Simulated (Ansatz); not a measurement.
Take KCl in the rock salt structure (space group Fm-3m, No. 225) as the base.

```
CELL_PARAMETERS angstrom
      0.00000     3.12135     3.12135
      3.12135     0.00000     3.12135
      3.12135     3.12135     0.00000
ATOMIC_POSITIONS crystal
  K  0.00000 0.00000 0.00000
  Cl 0.50000 0.50000 0.50000
```

Cartesian axes are those of the cell as printed.

All numbers come from PBEsol in Ansatz (plane waves to 420 eV, PAW, no spin-orbit coupling).

Strains are applied to the cell and any free atomic positions relax; under biaxial strain the out-of-plane vector relaxes too.

One change was made to it. Results:

The valence-band top at Γ (three highest levels, from the VBM) goes from 0.00, 0.00, 0.00 eV to 0.00, -0.02, -0.02 eV; the pressure (mean of the normal stresses, compression positive) decreases by 0.08 GPa (0.01 GPa → -0.07 GPa); the shortest interatomic distance increases by 0.005 Å (3.121 Å → 3.126 Å); the valley order (the lowest conduction-band minima on the path, energy above the VBM, named in the base's zone) becomes Γ 5.08 eV; X along [001] 6.36 eV (base: Γ 5.10 eV; X along ⟨100⟩ 6.37 eV).

Q: Name the change that was made.
A. biaxial strain +2.08 %, plane normal [111], relaxed out of plane
B. biaxial strain +1.25 %, plane normal [111], relaxed out of plane
C. biaxial strain +0.42 %, plane normal [111], relaxed out of plane
D. biaxial strain +2.50 %, plane normal [111], relaxed out of plane

A: C, biaxial strain +0.42 %, plane normal [111], relaxed out of plane. For comparison, the valley order in the other runs: biaxial strain +2.08 %, plane normal [111], relaxed out of plane gives Γ 4.98 eV; X along [001] 6.34 eV; biaxial strain +2.50 %, plane normal [111], relaxed out of plane gives Γ 4.96 eV; X along [001] 6.33 eV; biaxial strain +1.25 %, plane normal [111], relaxed out of plane gives Γ 5.03 eV; X along [001] 6.35 eV.

The levels and masses belong to the bands next to the band gap. Whether these cells are dynamically stable was not tested.

Ansatz is a first-principles code.
